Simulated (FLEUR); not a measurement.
Worked example: self-consistent single point of MgMn2O4 (P-3m1, 7 atoms in the cell) in FLEUR.

Level of theory: LDA (Perdew-Zunger), all-electron FLAPW (FLEUR), scalar-relativistic valence.

The change in words: lattice scaled by 0.98. Reference geometry:
```xyz
7
Lattice="3.0929 0.0000 0.0000 -1.5465 2.6785 0.0000 0.0000 0.0000 10.1380" Properties=species:S:1:pos:R:3 pbc="T T T"
Mg     0.0000     0.0000     0.0000
Mn     0.0000     0.0000     7.4081
Mn     0.0000     0.0000     2.7299
O      1.5465     0.8928     1.2573
O      0.0000     1.7857     8.8807
O      1.5465     0.8928     6.6027
O      0.0000     1.7857     3.5353
```
Moments meant for the start (each program seeds them in its own way; μB, in the order of the atoms Mg Mn Mn O O O O): 0.0 4.0 4.0 0.0 0.0 0.0 0.0.

Reference input (self-consistent single point, DFT, LDA (Perdew-Zunger), all-electron FLAPW (FLEUR), scalar-relativistic valence): Kmax = 4.7 1/bohr; GmaxXC = 16.4 1/bohr; xcFunctional = pz; jspins = 2; l_soc = F; mode = gauss; fermiSmearingEnergy = 0.00734986 Htr; mesh (inpgen div1-3) = 7 7 2; inpgen gamma flag = true; Gmax = 16.4 1/bohr; numbands = 0; maxIterBroyd = 99. This run's input differs from it in these lines:

```diff
@@ -3,5 +3,5 @@
 &input film=f /
-5.8447319262 0.0000004991 0.0000000000
--2.9223663953 5.0616860768 0.0000000000
-0.0000000000 0.0000000000 19.1579924289
+5.7278368105 0.0000006005 0.0000000000
+-2.8639189253 4.9604518864 0.0000000000
+0.0000000000 0.0000000000 18.7748334495
 1.0
@@ -49,5 +49,5 @@
          <bravaisMatrix>
-            <row-1>    5.8447319261999997     0.0000004991000000     0.0000000000000000</row-1>
-            <row-2>   -2.9223663953000001     5.0616860768000000     0.0000000000000000</row-2>
-            <row-3>    0.0000000000000000     0.0000000000000000    19.1579924288999983</row-3>
+            <row-1>    5.7278368105000004     0.0000006005000000     0.0000000000000000</row-1>
+            <row-2>   -2.8639189253000001     4.9604518863999996     0.0000000000000000</row-2>
+            <row-3>    0.0000000000000000     0.0000000000000000    18.7748334495000009</row-3>
          </bravaisMatrix>
```

Log, with long lists cut:

```
 Iteration:     1   Distance:      26.76072642 me/bohr^3
 Iteration:     2   Distance:      21.79916154 me/bohr^3
 Iteration:     3   Distance:      10.96277699 me/bohr^3
 Iteration:     4   Distance:      10.06206381 me/bohr^3
 Iteration:     5   Distance:       7.00033238 me/bohr^3
   [... 15 lines left out ...]
 Iteration:    21   Distance:       0.00004293 me/bohr^3
 Iteration:    22   Distance:       0.00001544 me/bohr^3
 Iteration:    23   Distance:       0.00002069 me/bohr^3
 Iteration:    24   Distance:       0.00000386 me/bohr^3
 Reset of history
 Run finished successfully
 Stop message:
   Structural relaxation: new displacements generated

[file out, last iteration]
             iter=     25
[...]
          total density-effective poten   -4.4317761344E+03
          total charge density-energy d   -1.4813841679E+02
 Updated energy parameters for spin:           1
 Updated energy parameters for spin:           2
[...]
 fermi energy and band-weighting factors:
    0.828465

[...]
FERMIE:
          first approx. to ef    (T=0)  :   0.308156 htr   (energy of the highest occ. eigenvalue)
          number of occ. states  (T=0)  :       1020
          first approx. to seigv (T=0)  : -38.424612 htr
          sum of weights of occ. states :  64.020408
          sum of semicore charge        :   0.000000 e
          fermi energy=   0.30706 har   work function=  -8.35543 ev
   [... lines left out ...]
          total moment                 =     7.98117
 Direct bandgap for spin            1 :    3.9075442807515182E-003  Htr
 Direct bandgap for spin            2 :   0.10866545085619767       Htr
   [... lines left out ...]
     4  0.000000 |  0.000000  0.000000  0.000000  0.000000  0.000000  |  0.000000  0.000000  0.000000  0.000000  0.000000 omm
     t o t a l  e n e r g y
          sum of eigenvalues =             -1594.0799582262
          density-effective potential i    -4431.7761344032
          charge density-ex.-corr.energ     -148.1384167861
```

The run converged in 24 iterations. FLEUR gives forces in its relaxation mode, with a further iteration, so its stop message speaks of a relaxation. Against the reference run the total energy drops by 71.8 meV/atom, the largest force goes from 1.704 to 1.165 eV/Å and the size of the net moment stays at 1.14 μB/atom.

The starting cell comes from a database of computed structures (which also holds hypothetical and non-ambient phases and stackings), without a prior relaxation at this level. Its lattice was rescaled by a random factor within 2.5 % of one. For this run, on top of that: lattice scaled by 0.98. The magnetic order is the one reached from the typed start; others were not searched systematically. Values depend on the basis (sphere radii, cutoffs, local orbitals), which need not be converged. Forces in this geometry exceed 1 eV/Å. The log's line on a gap gives a spacing of levels on this mesh, which the program prints for metals too.

Cost on one core of a shared machine: roughly 8 min.
